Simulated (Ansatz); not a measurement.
Input:

End structure of a constructed model of the (100) surface of fcc Rh, a pseudomorphic layer of Fe in the host's stacking (bottom of the slab: a bare face, its two planes held):

```
CELL_PARAMETERS angstrom
      2.70822     0.00000     0.00000
      0.00000     2.70822     0.00000
      0.00000     0.00000    28.00000
ATOMIC_POSITIONS crystal
  Rh 0.50000 0.50000 0.29109
  Rh 0.00000 0.00000 0.35948
  Rh 0.50000 0.50000 0.42757
  Rh 0.00000 0.00000 0.49661
  Rh 0.50000 0.50000 0.56442
  Rh 0.00000 0.00000 0.63398
  Fe 0.50000 0.50000 0.69608
```

Set-up: 7 atoms, 11.7 Å thick at the start; mesh 14x14x1; 0.1 eV smearing; dipole correction on; 2 atoms held, the rest relaxed; symmetry of the start imposed; spin-polarised, ending with about 3.1 μB a cell; orders that need a larger cell were not tried, no spin-orbit, no U. It is one candidate, not shown to be the stable structure of the face.

Question: What work function of the top face does PBE (Ansatz, a program for electronic structure) give?

Answer: 4.23 eV
